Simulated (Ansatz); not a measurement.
# Short convergence ladders for LiHF2 (R3m, 4 atoms in the cell)

```
CELL_PARAMETERS angstrom
      1.46258     0.84442     4.35359
     -1.46258     0.84442     4.35359
      0.00000    -1.68885     4.35359
ATOMIC_POSITIONS crystal
  Li 0.00383 0.00383 0.00383
  H  0.50000 0.50000 0.50000
  F  0.41331 0.41331 0.41331
  F  0.58669 0.58669 0.58669
```

Base method: PBEsol, default PAW files made with PBE (plane waves; Ansatz, a program for electronic structure).

Base settings: basis.ecutwfc = 420 eV; kpoints.mp_grid.grid = 10 10 10; hamiltonian.xc = pbesol; hamiltonian.pseudopotentials = {kind: paw} (the program's default PAW files); scf.occupations.method = fixed.

The count of work is k-points × plane waves × bands × iterations; it is no time. 

**The cutoff for other potential files**

Level: DFT, PBEsol, plane waves, harder PAW files (source: ansatz) made with PBE.

In this ladder: hamiltonian.pseudopotentials = {kind: paw, source: ansatz}.

The second cell is the first with its lattice scaled by 0.98.

The mesh stays at the base's, so the ladder's end is converged at best in this setting alone.

The first pressure column holds Ansatz's estimate of the finite-basis (Pulay) stress, which hides part of the cutoff error; the other is without it.

Only quantities that move along the ladder and can be compared are tabulated.

| basis.ecutwfc | free energy less the last step's (meV/atom) | energy of the compressed cell less the first (meV/atom) | pressure (GPa) | pressure without the Pulay estimate (GPa) | largest difference of a force vector from the last step's (eV/Å) | count of work / last |
|---|---|---|---|---|---|---|
| 470 eV | 1638.64 | 18.58 | 3.44 | -120.88 | 0.108 | 0.11 |
| 580 eV | 404.60 | 16.97 | 2.72 | -38.18 | 0.024 | 0.15 |
| 735 eV | 46.22 | 16.62 | 2.89 | -3.96 | 0.001 | 0.21 |
| 890 eV | 3.29 | 16.78 | 2.92 | 2.20 | 0.002 | 0.28 |
| 1050 eV | 0.37 | 16.74 | 2.90 | 2.88 | 0.001 | 0.36 |
| 1260 eV | 0.21 | 16.72 | 2.90 | 2.89 | 0.000 | 0.47 |
| 1575 eV | 0.09 | 16.72 | 2.90 | 2.89 | 0.000 | 0.65 |
| 2100 eV | 0.00 | 16.71 | 2.90 | 2.89 | 0.000 | 1.0 |

Coarsest basis.ecutwfc that holds the energy of the compressed cell less the first within 1 meV/atom of the last step, with all finer ones: 580 eV, at 0.15 of the last step's count of work; the step before is off by 1.9 meV/atom.

Coarsest basis.ecutwfc that holds the free energy within 0.5 meV/atom of the last step, with all finer ones: 1050 eV, at 0.36 of the last step's count of work; the step before is off by 3.3 meV/atom.

Coarsest basis.ecutwfc that holds the forces within 0.005 eV/Å of the last step, with all finer ones: 735 eV, at 0.21 of the last step's count of work; the step before is off by 0.024 eV/Å.

The energy difference between the two cells stays within 1 meV/atom of the last step's from 580 eV on, the total only from 1050 eV on: much of the error is common to both cells and cancels.

At the lowest cutoff the pressure without the Pulay estimate lies 124 GPa under the last step's, the usual sign of Pulay stress in an incomplete plane-wave basis.

**The density cutoff**

The second cell is the first with its lattice scaled by 0.98.

The mesh stays at the base's, so the ladder's end is converged at best in this setting alone.

Only quantities that move along the ladder and can be compared are tabulated.

```csv
basis.ecutrho_ratio,free energy less the last step's (meV/atom),energy of the compressed cell less the first (meV/atom),pressure (GPa),largest difference of a force vector from the last step's (eV/Å),gap on the mesh (eV)
2,-3.31,18.06,3.90,0.018,8.331
3,0.08,16.93,2.93,0.000,8.316
4,0.00,16.92,2.95,0.000,8.316
5,0.00,16.92,2.95,0.000,8.316
6,0.00,16.92,2.95,0.000,8.316
8,0.00,16.92,2.95,0.000,8.316
10,0.00,16.92,2.95,0.000,8.316
12,0.00,16.92,2.95,0.000,8.316
16,0.00,16.92,2.95,0.000,8.316
```

Coarsest basis.ecutrho_ratio that holds the pressure within 0.2 GPa of the last step, with all finer ones: 3; the step before is off by 0.95 GPa.

Coarsest basis.ecutrho_ratio that holds the energy of the compressed cell less the first within 0.5 meV/atom of the last step, with all finer ones: 3; the step before is off by 1.1 meV/atom.

Coarsest basis.ecutrho_ratio that holds the forces within 0.01 eV/Å of the last step, with all finer ones: 3; the step before is off by 0.018 eV/Å.

**The relaxed cell against the cutoff**

On LiHF2 (R-3m, 4 atoms in the cell): atoms on their sites.

In this ladder: relax = cell and atoms.

The mesh stays at the base's, so the ladder's end is converged at best in this setting alone.

Only quantities that move along the ladder and can be compared are tabulated.

```tsv
basis.ecutwfc	relaxed volume (Å³/atom)	relaxation steps
210 eV	7.920	70
250 eV	7.841	73
295 eV	8.604	38
355 eV	8.491	18
420 eV	8.482	9
505 eV	8.485	5
630 eV	8.482	5
840 eV	8.482	5
```

Coarsest basis.ecutwfc that holds the relaxed volume within 0.042 Å³/atom of the last step, with all finer ones: 355 eV; the step before is off by 0.12 Å³/atom.

At the lowest cutoff the cell relaxes to a volume 6.6 % smaller than at the highest. Ansatz relaxes on a stress corrected for the finite basis.

On the base run: the starting cell comes from a database of computed structures (which also holds hypothetical and non-ambient phases and stackings), without a prior relaxation at this level. Its lattice was rescaled by up to half a per cent. One atom was moved a little off its site on purpose.

Keys are those of Ansatz 0.2.
